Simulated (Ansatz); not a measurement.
The starting structures come from a database of crystals and need not be the phases stable at ambient conditions.

Evanescent states of K4ZnP2 (R-3m, 7 atoms a cell, 34.2 Å³ an atom) along the normal of (101)

The numbers are results of r2SCAN (plane waves, PAW; Ansatz, an electronic-structure program), not measurements.

The gap is the functional's own, uncorrected, and κ follows it; spin-orbit coupling is left out. Mid-gap means the computed energy nearest the middle.

Energies count from the valence-band top; κ is the least over a 6×4 mesh across the current.

```json
[
 {"E (eV)": "0.04", "κ (1/Å)": "0.123", "where": "off Γ"},
 {"E (eV)": "0.12", "κ (1/Å)": "0.197", "where": "off Γ"},
 {"E (eV)": "0.20", "κ (1/Å)": "0.232", "where": "off Γ"},
 {"E (eV)": "0.28", "κ (1/Å)": "0.227", "where": "Γ"},
 {"E (eV)": "0.36", "κ (1/Å)": "0.223", "where": "Γ"},
 {"E (eV)": "0.44", "κ (1/Å)": "0.218", "where": "Γ"},
 {"E (eV)": "0.52", "κ (1/Å)": "0.213", "where": "Γ"},
 {"E (eV)": "0.60", "κ (1/Å)": "0.207", "where": "Γ"},
 {"E (eV)": "0.68", "κ (1/Å)": "0.199", "where": "Γ"},
 {"E (eV)": "0.76", "κ (1/Å)": "0.190", "where": "Γ"},
 {"E (eV)": "0.84", "κ (1/Å)": "0.179", "where": "Γ"},
 {"E (eV)": "0.92", "κ (1/Å)": "0.167", "where": "Γ"},
 {"E (eV)": "1.00", "κ (1/Å)": "0.152", "where": "Γ"},
 {"E (eV)": "1.08", "κ (1/Å)": "0.135", "where": "Γ"},
 {"E (eV)": "1.16", "κ (1/Å)": "0.113", "where": "Γ"},
 {"E (eV)": "1.24", "κ (1/Å)": "0.083", "where": "Γ"},
 {"E (eV)": "1.32", "κ (1/Å)": "0.024", "where": "Γ"}
]
```

**Question.** How thick must the barrier be to attenuate the transmission by 10^6 when the electrodes' Fermi level lies at 0.52 eV, and what attenuation does that film give at 0.60 eV?

**Answer.** d = 6 ln 10 / (2 × 0.213) = 32.4 Å. At 0.60 eV it gives 6 × 0.207/0.213 = 5.8 decades.
